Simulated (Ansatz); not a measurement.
**Input and output of a self-consistent single point for TiTe₂ (P3m1, 3 atoms in the cell) (Ansatz, a program for electronic structure)**

Method of the run: LDA (PW92), default PAW files made with PBE (plane waves; Ansatz).

The input file:

Ansatz 0.2 input:
```yaml
crystal:
  lattice:
    - [3.83568300, 0.00000000, 0.00000000]
    - [-1.91784100, 3.32179900, 0.00000000]
    - [0.00000000, 0.00000000, 6.73840500]
  atoms:
    - { symbol: Ti, position_ang: [0.00000000, 0.00000000, 0.04999897] }
    - { symbol: Te, position_ang: [1.91784358, 1.10726523, 5.05265822] }
    - { symbol: Te, position_ang: [-0.00000158, 2.21453377, 1.68574678] }
basis:
  ecutwfc: 420.0
kpoints:
  mp_grid: { grid: [8, 8, 4] }
hamiltonian:
  xc: lda
  pseudopotentials: { kind: paw }
scf:
  occupations: { method: fermi_dirac, width: 0.1 }
output:
  forces: true
  eigenvalues: true
  stress: true
```

The program printed (abridged):

```
WARN the atoms were moved onto the symmetric positions of the space group found under crystal.symmetry.tolerance 1.0e-5 (fractional …
WARN ansatz: RAYON_NUM_THREADS=1 ignored (pool sized by the plan → 1); use --threads N
Pseudopotentials: kind: paw
Pseudopotential: Ti, paw, valence charge 12
Pseudopotential: Te, paw, valence charge 16
Crystal: 3 atoms, lattice volume = 85.856 Å³
Basis set: ecut = 420 eV, 1643 PW (Γ)
Bands: 27, of which v1, the nominal top of the filled ones, is band 22 counted from 1 (21 counted from 0)
Symmetry: 6 space group operations
Space group: P3m1 (ITA 156), of the structure as read, at distance tolerance 4.4e-5 Å
k-points: 35 of 256 (time reversal used)
PAW frozen core: Ti, regenerated for the run's functional, and the local potential with it
PAW frozen core: Te, regenerated for the run's functional, and the local potential with it
Initial density: superposition of atomic densities (neutral atoms: chi_scale 0, normalization atom), corrected by the library's trained network
Initial wavefunctions: pseudopotential atomic-orbital guess
Eigensolver: davidson
Functional: x = slater, c = lda
SCF iter   1: F=—  HF=-16106.726935 eV  |F-HF|=—  |Δ(HF+E_count)|=         —  Δρ=5.82e-3  dr2=2.07e-2  ethr=1.77e-3  ⟨swp⟩=5.8  Hψ=4173  notcnv=0
all-band conjugate gradients solve this SCF's bands
preconditioner: auto → LDOS
SCF iter   2: F=—  HF=-16106.725506 eV  |F-HF|=—  |Δ(HF+E_count)|=   1.43e-3  Δρ=4.61e-3  dr2=2.88e-2  ethr=4.70e-5  ⟨swp⟩=2.9  Hψ=2160  notcnv=0
SCF iter   3: F=—  HF=-16106.722193 eV  |F-HF|=—  |Δ(HF+E_count)|=   3.31e-3  Δρ=1.14e-3  dr2=1.94e-3  ethr=4.70e-5  ⟨swp⟩=2.7  Hψ=1685  notcnv=0
SCF iter   4: F=—  HF=-16106.721975 eV  |F-HF|=—  |Δ(HF+E_count)|=   2.18e-4  Δρ=1.72e-4  dr2=2.34e-5  ethr=4.40e-6  ⟨swp⟩=1.1  Hψ=953  notcnv=0
SCF iter   5: F=—  HF=-16106.721965 eV  |F-HF|=—  |Δ(HF+E_count)|=   9.30e-6  Δρ=1.93e-5  dr2=7.15e-7  ethr=5.32e-8  ⟨swp⟩=2.0  Hψ=1709  notcnv=0
SCF iter   6: F=-16106.721965 eV  HF=-16106.721965 eV  |F-HF|=4.89e-8  |Δ(HF+E_count)|=   1.37e-7  Δρ=6.78e-6  dr2=5.95e-8  ethr=2.27e-10  ⟨swp⟩=7.5  Hψ=4478  notcnv=0
SCF 1 converged in 6 iterations: F = -16106.721965 eV  dr2 = 5.95e-8
SCF converged after 6 iterations
Free energy (F): -16106.721965 eV
Harris-Foulkes:  -16106.721965 eV  (|F-HF|=4.89e-8)
Internal energy: -16106.674069 eV  (E = F + TS)
E sigma→0 (E₀):  -16106.698017 eV
Entropy (-TS):   -0.047896 eV (-15.965 meV/atom)
Fermi energy:    8.905378 eV
--- Per-component energies (eV) ---
  E_band       = -719.639993
  E_kinetic    = 633.716755
  E_local      = -3775.714306  (includes V_loc(G=0)·N_el)
  E_nonlocal   = -597.114310
  E_hartree    = 2143.669622
  E_xc         = -343.888515
  E_vxc        = -330.766038  (∫ρ·V_xc dr)
  E_paw        = -10019.285893  (= ΣΔE_a)
  E_vpaw       = -937.091778  (= ΣTr[D̂ρ^β])
  E_aug_tail   = -0.000276  (compensation charges beyond the density's cutoff)
  E_ewald      = -4149.740420
  E_core_change = 1.683273  (= ΣΔE_core)
  E_smearing   = -0.047896  (= −TS)
  E_closure    = 0.000000  (closes the sum)
  Σ components = -16106.721965   (vs F -16106.721965, Δ=0.00e0)
--- Forces (eV/Å), atoms counted from 1 ---
  atom   1  Ti     0.00000000     0.00000000    -0.43952886
  atom   2  Te    -0.00000000    -0.00000000     0.47259037
  atom   3  Te    -0.00000000     0.00000000    -0.03307614
  max |Σ_I F_I| component: 1.46e-5 eV/Å
--- Stress (GPa, compression-positive) ---
       -5.313940      -0.000000       0.000000
       -0.000000      -5.313940      -0.000000
       -0.000000       0.000000      -4.232135
  P = ⅓ Tr σ = -4.9533 GPa (-49.533 kbar)
  The stress holds the Pulay correction. Without it, at fixed plane waves, as pw.x and ABINIT print it: P = -4.9889 GPa
--- Band table (eV; the first three rows and the last of 35) ---
  k-point 0: bands = ["-48.0149", "-27.4166", "-27.4166", "-27.3932", "-27.3932", "-27.3840", "-27.3634", "-27.3634", "-27.3395", "-27.3395", "-27.3280", "-24.5642", "-24.5642", "-24.5360", "-3.2325", "-1.9628", "4.1091", "7.2079", "7.2079", [...]
  k-point 1: bands = ["-48.0149", "-27.4167", "-27.4167", "-27.3933", "-27.3933", "-27.3840", "-27.3633", "-27.3633", "-27.3395", "-27.3395", "-27.3280", "-24.5642", "-24.5642", "-24.5360", "-3.1170", "-2.1620", "4.6215", "7.2283", "7.2283", [...]
  k-point 2: bands = ["-48.0149", "-27.4167", "-27.4167", "-27.3933", "-27.3933", "-27.3840", "-27.3633", "-27.3633", "-27.3395", "-27.3395", "-27.3280", "-24.5642", "-24.5642", "-24.5360", "-2.9318", "-2.4254", "5.5376", "6.6472", "7.2495", [...]
  k-point 34: bands = ["-48.0124", "-27.4147", "-27.4122", "-27.3951", "-27.3929", "-27.3798", "-27.3609", "-27.3582", "-27.3419", "-27.3403", "-27.3238", "-24.5986", "-24.5859", "-24.5175", "-1.5334", "-1.3892", "4.7578", "5.0824", "5.7947", [...]
```

The run converged in 6 iterations.

The starting cell comes from a database of computed structures (which also holds hypothetical and non-ambient phases and stackings), without a prior relaxation at this level. Its lattice was rescaled by up to half a per cent. One atom was moved a little off its site on purpose. Spin-orbit coupling is off. Spin polarisation is off, so a magnetic state, if there is one, cannot be reached. With a pressure of about -5 GPa the cell is away from its equilibrium volume at this level. Ansatz's pressure includes its estimate of the finite-basis (Pulay) stress.
